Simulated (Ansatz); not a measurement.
**Effect of biaxial strain +2.50 %, plane normal [001], relaxed out of plane on Au**

The parent structure is Au in the fcc (Cu type) structure (space group Fm-3m, No. 225; a = 4.048 Å; relaxed with 0.1 eV smearing). Axes: x, y, z lie along the cube axes.

It is then changed as follows: biaxial strain +2.50 %, plane normal [001], relaxed out of plane (Cartesian); in-plane vectors clamped, the third vector and the atoms free.

Level of theory: LDA, PAW, 420 eV (Ansatz, a quantum-chemistry and plane-wave program; spin-orbit coupling left out). k-mesh 28×28×28 (Γ-centred); smearing 0.1 eV (Fermi–Dirac).

The volume per atom goes up by 0.07 Å³, from 16.58 Å³ to 16.65 Å³ and the space group changes from Fm-3m (No. 225) to I4/mmm (No. 139). The energy goes up by 3.7 meV/atom and the pressure (mean of the normal stresses, compression positive) goes from zero to -0.7 GPa. The band gap remains zero and the out-of-plane strain amounts to -4.39 %. The ratio −ε⊥/ε∥ amounts to 1.76 and the mean in-plane stress (compression positive) is -1.1 GPa.

Final structure (turned so that z lies along the plane normal):

```yaml
crystal:
  lattice:
    - [2.93369, 0.00000, 0.00000]
    - [0.00000, 2.93369, 0.00000]
    - [1.46684, -1.46684, 1.93499]
  atoms:
    - { symbol: Au, position: [0.00000, 0.00000, 0.00000] }
```

Stability against distortions was not tested.
